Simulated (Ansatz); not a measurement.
Start from FeCo in the CsCl type structure (space group Pm-3m, No. 221; a = 2.8003 Å; ferromagnetic).

Computed with PBEsol, PAW, 420 eV (Ansatz, an electronic-structure program; scalar-relativistic without spin-orbit coupling).

Base values:

```
Quantity              Result
-------------------  -------
Lattice parameter a  2.800 Å
Largest site moment  2.71 μB
```

Modification: cell and atoms relaxed at a pressure of 30 GPa.

Problem. How does this affect the lattice parameter a and largest site moment?

Solution. The lattice parameter a falls by 0.0977 Å to 2.703 Å; the largest site moment shrinks by 0.168 μB, from 2.71 μB to 2.55 μB.

Other magnetic orders, which the real material may have, were not ruled out. Load acts through the strain it causes; cell and atoms are relaxed under it. Whether these cells are dynamically stable was not tested. Competing high-pressure phases were not computed.
